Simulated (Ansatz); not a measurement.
**AlRh in the CsCl type structure (space group Pm-3m, No. 221; a cell from a computed database, its experimental status unchecked)**

Space group Pm-3m (No. 221); a = b = c = 2.9721 Å, α = β = γ = 90.00°

```csv
atom,site,symmetry,x,y,z
Al,1a,m-3m,0.0000,0.0000,0.0000
Rh,1b,m-3m,0.5000,0.5000,0.5000
```

Method: PBEsol (Ansatz, a first-principles code; PAW; 420 eV plane waves; without spin-orbit coupling). Settings: 16×16×16 k-points, 0.05 eV Fermi–Dirac smearing.

| Quantity | Value |
|---|---|
| Volume per atom | 13.13 Å³ |
| Density | 8.22 g/cm³ |
| Band gap | zero |
| Total energy | -3432.735 eV/atom (σ→0; compares only within this code and set-up) |

Whether these cells are dynamically stable was not tested. The final runs are not spin-polarised.
